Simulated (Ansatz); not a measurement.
# InP under a change: pressure 9 GPa

Consider InP in the zinc blende structure (space group F-43m, No. 216; a = 5.8784 Å).

Modification: a hydrostatic pressure of 9 GPa.

All numbers come from DFT with PBEsol, PAW potentials and a 420 eV plane-wave cutoff in Ansatz (a program for electronic structure), no spin-orbit coupling. Settings: 10×10×10 k-points, 0.05 eV Fermi–Dirac smearing.

```tsv
quantity	base	changed	shift
lattice parameter a	5.878 Å	5.675 Å	-0.203 Å
shortest interatomic distance	2.545 Å	2.457 Å	-0.088 Å
enthalpy H = E + PV relative to the base's energy	–	+1.35 eV/atom	–
band gap	0.57 eV	1.13 eV	+0.56 eV
gap character	direct at Γ	direct at Γ	–
electron mass	0.046 mₑ (at Γ)	0.084 mₑ (at Γ)	–
hole mass (degenerate bands, along [100])	0.045, 0.43, 0.43 mₑ (at Γ)	0.083, 0.37, 0.37 mₑ (at Γ)	–
valley order (the lowest conduction-band minima on the path, energy above the VBM, named in the base's zone)	Γ 0.57 eV; L along ⟨111⟩ 1.38 eV; X along ⟨100⟩ 1.65 eV	Γ 1.13 eV; X along ⟨100⟩ 1.45 eV; L along ⟨111⟩ 1.63 eV	–
```

Final structure:

```xyz
2
Lattice="0.0000 2.8375 2.8375 2.8375 0.0000 2.8375 2.8375 2.8375 0.0000" Properties=species:S:1:pos:R:3 pbc="T T T"
In     0.0000     0.0000     0.0000
P      1.4188     1.4188     1.4188
```

Load acts through the strain it causes; cell and atoms are relaxed under it. Masses are band curvatures over ±0.01 Å⁻¹ around the edge. No phonon test of stability was made. Tetrahedral semiconductors of this kind turn to denser phases somewhere between about 1 and 50 GPa; those were not computed, so compressed cells here can lie past the real transition.
